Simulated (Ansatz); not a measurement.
# A constructed model of the (111) surface of fcc Cu, a layer of Fe in place of the second plane (bottom of the slab: a bare face, its two planes held)

Computed with PBE (plane waves to 420 eV, PAW; Ansatz, a program for electronic structure).

Slab: 6 atoms, 10.5 Å thick at the start with caps and adatoms (thin: gaps and levels are the slab's own); k 17x17x1, smearing 0.1 eV, dipole-corrected; 2 atoms held, the rest relaxed; held to the start's symmetry, so lower structures may exist; spin-polarised, ending with about 2.6 μB a cell; orders that need a larger cell were not tried, no spin-orbit, no U. In PBE it lies 0.05 eV a 1x1 cell over the lowest computed structure of the same composition (a layer of Fe in place of the third plane).

```yaml
work_function_of_the_top_face: 4.63 eV
energy_released_by_relaxation: 0.001 eV
magnetic_moment_of_the_cell: 2.63 μB
cost: roughly 3 core-minutes
```
